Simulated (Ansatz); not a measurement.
What isotropic strain −1.50 % does to PtTe2

Consider PtTe2 (space group P-3m1, No. 164; a = 4.0090 Å, c = 4.9600 Å; layered; relaxed with 0.1 eV smearing).

It is then changed as follows: the cell is scaled by 0.9850 in all directions, atoms relaxed at fixed cell.

Calculations: PBEsol-D3(BJ), PAW, 420 eV (Ansatz, a first-principles code; without spin-orbit coupling). Settings: 17×17×12 k-points, 0.1 eV Fermi–Dirac smearing.

The shortest interatomic distance falls by 0.025 Å, from 2.675 Å to 2.650 Å and the energy rises by 14 meV/atom. The band gap is still zero and the largest internal atomic displacement amounts to 0.029 Å.

Final structure:

```yaml
crystal:
  lattice:
    - [3.94887, 0.00000, 0.00000]
    - [-1.97444, 3.41983, 0.00000]
    - [0.00000, 0.00000, 4.88560]
  atoms:
    - { symbol: Te, position: [0.33333, 0.66667, 0.27641] }
    - { symbol: Te, position: [0.66667, 0.33333, 0.72359] }
    - { symbol: Pt, position: [0.00000, 0.00000, 0.00000] }
```

No phonon test of stability was made. All final runs are without spin polarisation.
